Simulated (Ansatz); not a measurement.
NaF (model structure, started from the CsCl type, Pm-3m, No. 221, 2 atoms in the cell) was calculated with PBEsol in Ansatz (PAW).

From the output:

```
WARN output.stress: scf.convergence.dr2_threshold = 1e-7 eV (the SCF's general default) is looser than the 2e-10 eV advised for a printed stress (1e-10 eV for …
Relaxation: its limit of steps is 80 (relax.max_steps)
Crystal: 2 atoms, lattice volume = 21.897 Å³
Basis set: ecut = 520 eV, 619 PW (Γ), exchange–correlation on 48×48×48 points (8 copies of the dense FFT grid, shifted against one another)
Bands: 12, of which v1, the nominal top of the filled ones, is band 8 counted from 1 (7 counted from 0)
Symmetry: 48 space group operations
Space group: Pm-3m (ITA 221), of the structure as read, at distance tolerance 2.8e-5 Å
k-points: 84 of 1728
Functional: x = pbesol(κ = 0.804, μ = 0.12345679012345678), c = pbesol(β = 0.046)
SCF iter   1: F=—  HF=-2278.647854 eV  |F-HF|=—  |Δ(HF+E_count)|=         —  Δρ=1.41e-2  dr2=2.95e-2
SCF iter   2: F=—  HF=-2278.639500 eV  |F-HF|=—  |Δ(HF+E_count)|=   8.35e-3  Δρ=6.75e-3  dr2=4.73e-3
  ...
SCF iter   5: F=—  HF=-2278.638001 eV  |F-HF|=—  |Δ(HF+E_count)|=   2.02e-6  Δρ=2.87e-5  dr2=1.12e-7
SCF iter   6: F=-2278.638001 eV  HF=-2278.638001 eV  |F-HF|=1.29e-9  |Δ(HF+E_count)|=   3.76e-8  Δρ=4.92e-6  dr2=2.95e-9
SCF 1 converged in 6 iterations: F = -2278.638001 eV  dr2 = 2.95e-9
SCF converged after 6 iterations
Free energy (F): -2278.638001 eV
Internal energy: -2278.638001 eV  (E = F + TS)
E sigma→0 (E₀):  -2278.638001 eV
Fermi energy:    5.780804 eV
--- Stress (GPa, compression-positive) ---
        1.127584      -0.000000       0.000000
        0.000000       1.127584       0.000000
        0.000000       0.000000       1.127584
  P = ⅓ Tr σ = 1.1276 GPa (11.276 kbar)
```

Task: Write an input file that could have produced this run (the log leaves some choices open).

Result: Several could match; the one computed here: 
Ansatz 0.2 input:
```yaml
crystal:
  lattice:
    - [2.7976560932, 0.0, 0.0]
    - [0.0, 2.7976560932, 0.0]
    - [0.0, 0.0, 2.7976560932]
  atoms:
    - { symbol: Na, position: [0.0, 0.0, 0.0] }
    - { symbol: F, position: [0.5, 0.5, 0.5] }
basis:
  ecutwfc: 520
  ecutrho_ratio: 4
  xc_grid: 2
kpoints:
  mp_grid: { grid: [12, 12, 12] }
hamiltonian:
  xc: pbesol
  dispersion: none
  pseudopotentials: { kind: paw }
scf:
  occupations: { method: fermi_dirac, width: 0.01 }
output:
  forces: true
  stress: true
  eigenvalues: true
relax:
  f_tol: 0.004
  escape_saddle: false
  max_steps: 80
```

The cell is one volume of an energy–volume scan, off the minimum.

The PAW data were made under PBE.

Note: the relaxation could raise the start's symmetry but not lower it, so the cell can be a saddle point.

A model structure was made by putting elements into a prototype or built by hand; it is no filed structure, need not be a known phase, and can be a saddle point held by its symmetry.

Ansatz is a program for electronic structure.
